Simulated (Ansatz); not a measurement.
Levels about the gap of amorphous Hf$_{18}$O$_{38}$Ge (57 atoms in a cell of 741 Å³, 8.73 g/cm³; zone centre alone, so wide bands show as single levels with stretches between that a denser mesh fills), at the geometry that PBE relaxed, where it gives 0.0 GPa on a denser mesh. The participation number counts the atoms over which a state spreads; weights are charges in smoothed Voronoi cells. The levels come from a single point, so bond lengths are those of that geometry. Method of the levels: PBE, scalar-relativistic without spin-orbit coupling (Ansatz, a program for electronic structure). Sampling: the zone centre alone; Fermi-Dirac width 0.02 eV; no spin polarisation. At PBE the levels at the filled edge of the gap are localised (band-tail or defect states).

It comes from a melt-quench run on a machine-learned potential (CHGNet), relaxed afterwards by DFT. O atoms were pushed apart under 1.9 Å during the dynamics, to hinder bonds among them. The hot cell started wider than the set density and was brought back towards it in steps. It is the lowest in DFT energy of 2 quenches. It is a model cell: composition and starting density were chosen by hand, and all elements were melted together. No dispersion term was used. Its density started from a set value of 8.72 and ended at 8.73 g/cm³. Cooling (nominally 380 K/ps over its main leg) ran many orders faster than in experiment, which tends to leave more defects and strain. A cell of this size samples the disorder only roughly. Volume and shape were free in the relaxation.

```
E - E(highest filled), eV  filling  participation number        largest on  weight O  weight Hf  weight Ge
-------------------------  -------  --------------------  ----------------  --------  ---------  ---------
-0.41                       filled                  20.4   O, 2 neighbours      0.94       0.05       0.00
-0.39                       filled                  16.5   O, 3 neighbours      0.95       0.05       0.00
-0.27                       filled                  17.4   O, 2 neighbours      0.95       0.05       0.00
-0.25                       filled                  13.8   O, 2 neighbours      0.95       0.05       0.00
-0.12                       filled                  10.9   O, 3 neighbours      0.95       0.05       0.00
-0.09                       filled                  13.3   O, 3 neighbours      0.95       0.05       0.00
0.00                        filled                   8.8   O, 3 neighbours      0.95       0.05       0.00
3.92                         empty                  16.3  Hf, 7 neighbours      0.43       0.55       0.01
4.05                         empty                  35.3  Hf, 6 neighbours      0.54       0.40       0.06
4.20                         empty                  23.2  Hf, 6 neighbours      0.40       0.59       0.00
4.26                         empty                  28.3  Hf, 7 neighbours      0.39       0.60       0.01
4.40                         empty                  23.8  Hf, 6 neighbours      0.36       0.63       0.01
4.56                         empty                  22.5  Hf, 7 neighbours      0.39       0.55       0.06
4.59                         empty                  22.7  Hf, 6 neighbours      0.39       0.61       0.00
```

Most localised among these is the filled level at +0.00 eV, on a O atom, which has 3 neighbours (Hf 2.10 Å, Hf 2.14 Å, Hf 2.21 Å).
